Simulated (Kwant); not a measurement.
System: wire with a row of barriers in a InAs two-dimensional gas. Effective mass 0.023 mₑ, grid spacing 2.7 nm, hard walls, nominal width 80 nm (29 grid rows, so walls 81 nm apart), one parabolic valley, scattering region 270 nm long along x; energies count from the band bottom; Fermi energy swept from 0.0020436 to 0.024268 eV. 2 barrier(s) across the wire, height 0.084 eV, thickness 8.1 nm (about 3 grid columns), spaced by 21.6 nm.

Constants are typed, rounded textbook-type inputs, not results; the design itself was drawn at random and stands for no fabricated device.

Kwant, effective-mass tight-binding model on a square grid, one spin, coherent transport at 0 K. Conductance is in e²/h.

Density of the scattering states that come in from the left lead, at energy = 0.013226 eV, in bins, relative to the largest site value (x marks bins outside the device):

```
|00000000000000000000000000000000000000000000|
|23321000011222221100000000000000000000000000|
|34543100012344443100000000000000000000000000|
|57774200124566664200000000000000000000000000|
|78986200135678876300000000000000000000000000|
|79996200245678886300000000000000000000000000|
|68996200246667886300000000000000000000000000|
|46885200245555676300000000000000000000000000|
|24664100244323455300000000000000000000000000|
|13453100244311345300000000000000000000000000|
|02343000343200244300000000000000000000000000|
|02443100244200244300000000000000000000000000|
|13453100244311345300000000000000000000000000|
|24664100244323455300000000000000000000000000|
|46885200245555676300000000000000000000000000|
|68996200246667886300000000000000000000000000|
|79996200245678886300000000000000000000000000|
|78986200135678876300000000000000000000000000|
|57774200124566664200000000000000000000000000|
|34543100012344443100000000000000000000000000|
|23321000011222221100000000000000000000000000|
|00000000000000000000000000000000000000000000|
```
Scale: ten equal steps from 0.000 (start of '0') to 0.995 (end of '9'), in the order '0123456789'; x runs from -129 to 129, y from -36.1 (bottom) to 36.1 (top).

The conductance there is 0.0037 e²/h with 2 open channel(s) in the leads.
